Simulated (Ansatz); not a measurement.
Worked example: self-consistent single point of SrGe₂Ru₂ (I4mm, 5 atoms in the cell) in Ansatz (a first-principles code).

Method of the run: LDA (PW92), default PAW files made with PBE (plane waves; Ansatz).

```
CELL_PARAMETERS angstrom
     -2.15004     2.15004     5.14129
      2.15004    -2.15004     5.14129
      2.15004     2.15004    -5.14129
ATOMIC_POSITIONS crystal
  Sr 0.00486 0.00486 0.00000
  Ge 0.64218 0.64218 0.00000
  Ge 0.35782 0.35782 0.00000
  Ru 0.75000 0.25000 0.50000
  Ru 0.25000 0.75000 0.50000
```

Reference input (self-consistent single point, DFT, LDA (PW92), plane waves, default PAW files made with PBE): basis.ecutwfc = 30.9 Ry; kpoints.mp_grid.grid = 8 8 8; hamiltonian.xc = lda; hamiltonian.pseudopotentials = {kind: paw} (the program's default PAW files); scf.occupations.method = fermi_dirac; scf.occupations.width = 0.0073 Ry. This run's input differs from it in these lines:

Ansatz 0.2 input:
```diff
@@ -15,3 +15,3 @@
   mp_grid:
-    grid: [8, 8, 8]
+    grid: [13, 13, 13]
 hamiltonian:
@@ -23,3 +23,3 @@
     method: fermi_dirac
-    width: 0.0073 Ry
+    width: 0.0007 Ry
 output:
```

Output, abridged:

```
SCF iter   1: F=—  HF=-23394.858420 eV  |F-HF|=—  |Δ(HF+E_count)|=         —  Δρ=6.61e-3  dr2=3.16e-2  ethr=1.77e-3  ⟨swp⟩=7.3  Hψ=33823  notcnv=0
all-band conjugate gradients solve this SCF's bands
preconditioner: auto → Kerker (q_TF=auto, 2.593 Å⁻¹)
SCF iter   2: F=—  HF=-23394.855960 eV  |F-HF|=—  |Δ(HF+E_count)|=   2.46e-3  Δρ=3.94e-3  dr2=1.49e-2  ethr=4.52e-5  ⟨swp⟩=2.4  Hψ=14244  notcnv=0  defer=410
   [... lines left out ...]
SCF iter   5: F=—  HF=-23394.852761 eV  |F-HF|=—  |Δ(HF+E_count)|=   7.34e-5  Δρ=2.18e-4  dr2=6.78e-5  ethr=8.56e-7  ⟨swp⟩=2.9  Hψ=13437  notcnv=0  defer=413
SCF iter   6: F=—  HF=-23394.852730 eV  |F-HF|=—  |Δ(HF+E_count)|=   3.04e-5  Δρ=7.68e-5  dr2=1.37e-5  ethr=9.68e-8  ⟨swp⟩=2.0  Hψ=12840  notcnv=0  defer=413
SCF iter   7: F=—  HF=-23394.852728 eV  |F-HF|=—  |Δ(HF+E_count)|=   2.70e-6  Δρ=1.69e-5  dr2=5.18e-7  ethr=1.95e-8  ⟨swp⟩=2.0  Hψ=9854  notcnv=0  defer=413
SCF iter   8: F=-23394.852728 eV  HF=-23394.852728 eV  |F-HF|=5.24e-8  |Δ(HF+E_count)|=   4.63e-8  Δρ=6.59e-6  dr2=7.50e-8  ethr=1.43e-10  ⟨swp⟩=10.1  Hψ=35944  notcnv=0
SCF 1 converged in 8 iterations: F = -23394.852728 eV  dr2 = 7.50e-8
Free energy (F): -23394.852728 eV
Internal energy: -23394.852068 eV  (E = F + TS)
E sigma→0 (E₀):  -23394.852398 eV
Entropy (-TS):   -0.000660 eV (-0.132 meV/atom)
Fermi energy:    13.385684 eV
--- Forces (eV/Å), atoms counted from 1 ---
  atom   1  Sr     0.00000000    -0.00000000    -0.17513672
  atom   2  Ge     0.00000000     0.00000000     0.09102337
  atom   3  Ge    -0.00000000     0.00000000    -0.01566654
  atom   4  Ru     0.00000000    -0.00000000     0.04989019
  atom   5  Ru    -0.00000000    -0.00000000     0.04989019
--- Stress (GPa, compression-positive) ---
       -3.914470       0.000000      -0.000000
        0.000000      -3.914470       0.000000
       -0.000000      -0.000000      -3.461648
  P = ⅓ Tr σ = -3.7635 GPa (-37.635 kbar)
  The stress holds the Pulay correction. Without it, at fixed plane waves, as pw.x and ABINIT print it: P = -3.7887 GPa
```

The run converged in 8 iterations. Against the reference run the free energy rises by 6.5 meV/atom, the pressure stays near -3.76 GPa while the zz stress (positive for compression) goes from -3.08 to -3.46 GPa and the largest force goes from 0.181 to 0.175 eV/Å.

The starting cell comes from a database of computed structures (which also holds hypothetical and non-ambient phases and stackings), without a prior relaxation at this level. Its lattice was rescaled by up to half a per cent. One atom was moved a little off its site on purpose. Spin polarisation is off. With a pressure of about -4 GPa the cell is away from its equilibrium volume at this level. Ansatz's pressure includes its estimate of the finite-basis (Pulay) stress.
